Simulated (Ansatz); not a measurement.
K2TiF6 (space group P-3m1, No. 164)

```yaml
crystal:
  lattice:
    - [5.70085, 0.00000, 0.00000]
    - [-2.85043, 4.93708, 0.00000]
    - [0.00000, 0.00000, 4.60342]
  atoms:
    - { symbol: K, position: [0.33333, 0.66667, 0.70026] }
    - { symbol: K, position: [0.66667, 0.33333, 0.29974] }
    - { symbol: Ti, position: [0.00000, 0.00000, 0.00000] }
    - { symbol: F, position: [0.31518, 0.15759, 0.77348] }
    - { symbol: F, position: [0.68482, 0.84241, 0.22652] }
    - { symbol: F, position: [0.84241, 0.15759, 0.77348] }
    - { symbol: F, position: [0.15759, 0.84241, 0.22652] }
    - { symbol: F, position: [0.84241, 0.68482, 0.77348] }
    - { symbol: F, position: [0.15759, 0.31518, 0.22652] }
```

Method: Ansatz (an electronic-structure program) r2SCAN, without spin-orbit coupling. Settings: 7×7×7 k-points, 0.05 eV Fermi–Dirac smearing.

The volume per atom comes out as 14.40 Å³ and the density comes out as 3.08 g/cm³. The band gap is 5.48 eV, indirect, k = (0, 0.286, -0.286) in the run's primitive reciprocal basis → Γ. The total energy is -1162.476 eV/atom (σ→0; compares only within this code and set-up).

No phonon test of stability was made. All final runs are without spin polarisation.
